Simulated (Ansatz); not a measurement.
The starting structures come from a database of crystals and need not be the phases stable at ambient conditions.

The decay constant κ of evanescent states in the gap governs leakage through a thin film.

Given:

```
HfLi2O3
1.0
    3.20795     0.00000     0.00000
   -0.10395     5.25572     0.00000
    0.00000     1.67238     3.84477
Li Hf O
2 1 3
Direct
  0.49281   0.68662   0.65669
  0.50719   0.31338   0.34331
  0.00000   0.00000   0.00000
  0.50933   0.28048   0.85976
  0.49067   0.71952   0.14024
  0.00000   0.00000   0.50000
```

Space group of this cell: C2/m. The cell is taken as given; by r2SCAN its mean pressure is -2.9 GPa.

Transport runs along the normal of the first two printed cell vectors.

No gap correction and no spin-orbit coupling; mid-gap values are interpolated between computed energies.

Question: Predict the band gap and the smallest decay constant κ at mid-gap from r2SCAN (Ansatz, an electronic-structure program).

Answer: Gap 4.62 eV on a 10×8×8 mesh; κ = 0.339 1/Å, at the zone centre.
